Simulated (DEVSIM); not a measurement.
Structure: illuminated Si n-on-p cell, one wavelength, at 300 K.

Layer 1 from the left is Si, thickness (μm) 0.140, Nd (cm⁻³) 7.9e18, τn (s) 1.6e-5, τp (s) 2.3e-6, absorption coefficient (cm⁻¹) 950. Layer 2 from the left is Si, thickness (μm) 130, Na (cm⁻³) 6.2e15, τn (s) 5.7e-5, τp (s) 5.7e-5, absorption coefficient (cm⁻¹) 950.

Left contact: ohmic, minority hole recombination velocity 30000 cm/s. Right contact: ohmic, minority electron recombination velocity 4000 cm/s. Voltage is applied to the left contact. Recombination: SRH at mid-gap, radiative, Auger. Light enters at the left, 1.2e18 photons cm⁻² s⁻¹, one pass, no reflection. Mobility is constant in doping.

Constants are typed, rounded textbook-type inputs, not results; the design itself was drawn at random and stands for no fabricated device. Values at 300 K.

Si: gap (eV) 1.124, affinity (eV) 4.05, permittivity 11.7, Nc (cm⁻³) 2.86e19, Nv (cm⁻³) 3.1e19, μn (cm²/Vs) 1417, μp (cm²/Vs) 470, B (cm³/s) 4.7e-15, Cn (cm⁶/s) 2.8e-31, Cp (cm⁶/s) 9.9e-32.

Simulated with DEVSIM: 1D drift-diffusion, Boltzmann statistics, complete ionisation; no tunnelling, impact ionisation, image-force lowering or self-heating.

Dark forward current:

```tsv
|V| (V)	|J| (A/cm²)
0.05	1.279e-10
0.10	5.944e-10
0.15	2.796e-9
0.20	1.525e-8
0.25	9.373e-8
0.30	6.151e-7
0.35	4.161e-6
0.40	2.851e-5
0.45	0.0001964
0.50	0.001356
0.55	0.009349
0.60	0.06362
0.65	0.4040
0.70	2.137
0.75	8.986
0.80	30.83
0.85	87.93
0.90	208.5
0.95	416.3
1.00	722.6
1.05	1128
1.10	1626
1.15	2210
```

Q: Work out the local ideality factor n = ΔV / (kT/q · ln(J2/J1)) between the rows 0.15 and 0.20 V, 0.45 and 0.50 V, 1.10 and 1.15 V.

A: kT/q = 25.85 mV. From 0.15 to 0.20 V: ln(1.525e-8/2.796e-9) = 1.696, n = 1.14. From 0.45 to 0.50 V: ln(0.001356/0.0001964) = 1.932, n = 1.00, near the 1 of diffusion or emission over a barrier. From 1.10 to 1.15 V: ln(2210/1626) = 0.307, n = 6.30.

Q: What current could the absorbed light give at most, and what share is collected?

A: Σ αd = 12.4, so qΦ(1 − exp(−Σ αd)) = 192 mA/cm². The simulated short-circuit current is 184.0 mA/cm², a share of 0.96.

Q: Estimate the open-circuit voltage by superposition: the voltage at which the dark current equals that short-circuit current.

A: Interpolating ln J in the table gives 0.629 V. The simulation gives 0.627 V, the same within the digits that matter. Superposition holds where collection doesn't change with voltage.

Q: Estimate the fill factor from FF0 = (v − ln(v + 0.72))/(v + 1), v = qVoc/(nkT), with n from the dark curve.

A: The rows about Voc, 0.60 and 0.65 V, give n = 1.05, so v = 23.2 and FF0 = 0.827. The simulation gives 0.829, the same within the digits that matter.
